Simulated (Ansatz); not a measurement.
Effect of Si on a Ni site (antisite), symmetric start on NiSi2

The parent structure is a 27-atom supercell of NiSi$_{2}$ (space group Fm-3m, No. 225; a = 5.390 Å; non-magnetic) at its relaxed geometry.

Now apply this change: a neutral Si on a Ni site (antisite), symmetric start, atoms relaxed at fixed cell.

All numbers come from Ansatz (an electronic-structure program) PBEsol, without spin-orbit coupling. Γ-centred 6×6×6 mesh, Fermi–Dirac width 0.05 eV.

```csv
quantity,base,changed,shift
total moment of the cell,–,0.0 μB,–
energy gained by relaxation,–,0.41 eV,–
largest displacement of a host atom from its site in the perfect cell,–,0.10 Å,–
mean distance from the defect site to its nearest host atoms,2.33 Å,2.42 Å,+0.09 Å
```

Other magnetic orders, which the real material may have, were not ruled out. The cell is small, so the values are those of an ordered compound at a high defect concentration; dilute-limit values will differ. The defect started on the symmetric site and kept its symmetry, so it may sit on a saddle. Starting moments died away, wholly or in part, for Si on a Ni site (antisite) and the base; another magnetic solution may exist. Spin-polarised in the final run: Si on a Ni site (antisite); the other runs are not. The defect cell is spin-polarised and ends with 0.0 μB.
